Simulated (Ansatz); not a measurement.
Amorphous In24O39W, 64 atoms at 6.60 g/cm³, one PBE-relaxed geometry, zone centre. Methods: PBE, scalar-relativistic without spin-orbit coupling (Ansatz, an electronic-structure program); r2SCAN, scalar-relativistic without spin-orbit coupling (Ansatz); HSE06, scalar-relativistic without spin-orbit coupling (Ansatz). Plane waves to 420 eV (r2SCAN 500 eV); exact exchange is cut at the cell's faces. At PBE the levels at the filled edge of the gap are localised (band-tail or defect states). All rungs ran without spin polarisation.

The cell was made by melting and quenching with the CHGNet potential and then relaxed with DFT. O atoms were pushed apart under 1.9 Å during the dynamics, to hinder bonds among them. The hot cell started wider than the set density and was brought back towards it in steps. It is the lowest in DFT energy of 2 quenches. It is a model cell: composition and starting density were chosen by hand, and all elements were melted together. No dispersion term was used. Its density started from a set value of 6.53 and ended at 6.60 g/cm³. Cooling (nominally 280 K/ps over its main leg) ran many orders faster than in experiment, which tends to leave more defects and strain. Values belong to this one cell and scatter from quench to quench. Volume and shape were free in the relaxation.

The relaxation ran on the zone centre alone. At PBE the level gap is 0.66 eV on a 2×2×2 Γ-centred mesh, and the spacing at the zone centre alone 0.65 eV.

What zone-centre spacing does r2SCAN give, roughly?

1.11 eV (+0.45 eV against PBE).

What zone-centre spacing does HSE06 give, roughly?

2.07 eV (+1.42 eV against PBE).

The highest filled and the lowest empty state spread over these numbers of atoms (participation numbers): PBE: 7.7 and 60.5; r2SCAN: 9.8 and 59.7; HSE06: 14.8 and 59.3.
